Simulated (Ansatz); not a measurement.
B6P, pressure series

The parent structure is B6P (space group R-3m, No. 166; a = 5.9696 Å, c = 11.7889 Å (hexagonal axes); a cell from a computed database, its experimental status unchecked).

Cell and atoms are relaxed at each pressure.

Computed with DFT with PBEsol, PAW potentials and a 420 eV plane-wave cutoff in Ansatz (a first-principles code), spin-orbit coupling left out.

| pressure (GPa) | volume per atom (Å³/atom) |
|---|---|
| -1 | 8.705 |
| 0 | 8.662 |
| 0.3 | ? |
| 0.7 | 8.633 |
| 1.5 | 8.600 |
| 3 | 8.540 |
| 5 | 8.461 |
| 7.5 | 8.369 |
| 10 | 8.280 |

Task: Fit the third-order Birch–Murnaghan form P(V) = (3B₀/2)[(V₀/V)^(7/3) − (V₀/V)^(5/3)]·[1 + (3/4)(B₀′ − 4)((V₀/V)^(2/3) − 1)] (squares taken in P) to the rows shown and predict the withheld row.

Result: Least squares on the printed values gives V₀ = 8.662 Å³/atom, B₀ = 205 GPa, B₀′ = 3.5; this predicts 8.650 Å³/atom, and the run gives 8.650 Å³/atom, in agreement.

Load acts through the strain it causes; cell and atoms are relaxed under it. No phonon test of stability was made. Competing high-pressure phases were not computed.
